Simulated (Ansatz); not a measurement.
An Ansatz (an electronic-structure program) run: Pd with a change (pressure 4.5 GPa); Ansatz, PBE, PAW, cutoff 420 eV, no spin-orbit coupling.

Input:

Ansatz 0.2 input:
```yaml
crystal:
  lattice:
    - [0, 1.9634799203, 1.9634799203]
    - [1.9634799203, 0, 1.9634799203]
    - [1.9634799203, 1.9634799203, 0]
  atoms:
    - { symbol: Pd, position: [0, 0, 0] }
basis: { ecutwfc: 420, ecutrho_ratio: 4, xc_grid: 2, fft_grid_basis: typed }
kpoints: { mp_grid: { grid: [20, 20, 20] } }
hamiltonian:
  xc: pbe
  dispersion: none
  pseudopotentials: { kind: paw }
scf: { occupations: { method: fermi_dirac, width: 0.05 } }
relax: { f_tol: 0.01, max_steps: 60, cell: { stress_tol: 0.02, p_target: 4.5 } }
output: { forces: true, stress: true }
checkpoint: { write: state.ck, write_every: 1000 }
```

Output (explanatory and most iteration lines left out):

```
Relaxation: its limit of steps is 60 (relax.max_steps)
Pseudopotential: Pd, paw, valence charge 18
Crystal: 1 atoms, lattice volume = 15.139 Å³
Basis set: ecut = 420 eV, 307 PW (Γ), exchange–correlation on 40×40×40 points (8 copies of the dense FFT grid, shifted against one another)
Bands: 13, of which v1, the nominal top of the filled ones, is band 9 counted from 1 (8 counted from 0)
Symmetry: 48 space group operations
Space group: Fm-3m (ITA 225), of the structure as read, at distance tolerance 2.5e-5 Å
k-points: 256 of 8000
Functional: x = pbe(κ = 0.804, μ = 0.2195149727645171), c = pbe(β = 0.06672455060314922)
SCF iter   1: F=—  HF=-6972.856241 eV  |F-HF|=—  |Δ(HF+E_count)|=         —  Δρ=4.25e-3  dr2=1.02e-3  ethr=1.77e-3  ⟨swp⟩=5.4  Hψ=19477  notcnv=0
SCF iter   2: F=—  HF=-6972.856122 eV  |F-HF|=—  |Δ(HF+E_count)|=   1.19e-4  Δρ=2.08e-3  dr2=1.45e-4  ethr=5.66e-6  ⟨swp⟩=1.2  Hψ=5481  notcnv=0
SCF 1 converged in 6 iterations: F = -6972.856220 eV  dr2 = 3.06e-9
relax step   1: F+E_penalty+E_count = -6972.85622038 eV  Δ(F+E_penalty+E_count) = +0.000e0 eV  max|allowed force component| = 0.000e0 eV/Å  Δτ_max = 0.0000 Å  P = +2.088 GPa  Ω = 15.139 Å³  (6 SCF iters, dr2 threshold 1.00e-7 eV, accepted)
[... steps on the carried basis left out ...]
relax step   5: F+E_penalty+E_count = -6972.85220212 eV  Δ(F+E_penalty+E_count) = +8.852e-5 eV  max|allowed force component| = 0.000e0 eV/Å  Δτ_max = 0.0000 Å  P = +4.509 GPa  Ω = 14.943 Å³  stress off target by 8.75e-3 GPa  SCF on the basis re-selected at this cell (its energy is not comparable with the rows above)  (5 SCF iters)
SCF converged after 5 iterations
Free energy (F): -6972.852202 eV
Internal energy: -6972.831744 eV  (E = F + TS)
E sigma→0 (E₀):  -6972.841973 eV
Entropy (-TS):   -0.020458 eV (-20.458 meV/atom)
Fermi energy:    19.461833 eV
--- Forces (eV/Å), atoms counted from 1 ---
  atom   1  Pd    -0.00000000     0.00000000     0.00000000
--- Stress (GPa, compression-positive) ---
        4.508746      -0.000000      -0.000000
       -0.000000       4.508746       0.000000
       -0.000000      -0.000000       4.508746
  P = ⅓ Tr σ = 4.5087 GPa (45.087 kbar)
--- Relaxed structure (4 steps of the walk, 4 accepted, 1 SCFs on fresh bases) ---
  cell:  # Å, volume = 14.9434 Å³
    - [-1.0668435193875143e-34, 1.9549684186251053, 1.9549684186251053]
    - [1.9549684186251053, -6.2259077026942984e-34, 1.9549684186251053]
    - [1.9549684186251053, 1.9549684186251053, -2.6113781668589895e-34]
  atoms:
    - { symbol: Pd, position: [0.0, 0.0, 0.0] }
```

Load acts through the strain it causes; cell and atoms are relaxed under it. Whether these cells are dynamically stable was not tested. All final runs are without spin polarisation. The cell was made from Pd in the fcc (Cu type) structure (space group Fm-3m, No. 225) by this change: pressure 4.5 GPa.
